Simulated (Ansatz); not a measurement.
**MoSi2: isotropic strain −4.70 %**

Take MoSi$_{2}$ (space group I4/mmm, No. 139; a = 3.2022 Å, c = 7.8195 Å) as the base.

Modification: an isotropic linear strain of −4.70 %, atoms relaxed at fixed cell.

Calculations: r2SCAN (Ansatz, a first-principles code), no spin-orbit coupling, earlier PAW set. Γ-centred 14×14×14 mesh, Fermi–Dirac width 0.05 eV.

```csv
quantity,base,changed,shift
volume per atom,13.36 Å³,11.57 Å³,-1.797 Å³
space group,I4/mmm (No. 139),I4/mmm (No. 139),–
shortest interatomic distance,2.576 Å,2.483 Å,-0.0924 Å
energy relative to the base (free energy F),0 meV/atom,+0.215 eV/atom,+0.215 eV/atom
"pressure (mean of the normal stresses, compression positive)",0.0 GPa,43.6 GPa,+43.6 GPa
band gap,zero,zero,–
largest internal atomic displacement,–,0.014 Å,–
```

A case with no gap was solved on a k-mesh chosen for an insulator, which is coarse for it. Whether these cells are dynamically stable was not tested. The final runs are not spin-polarised.
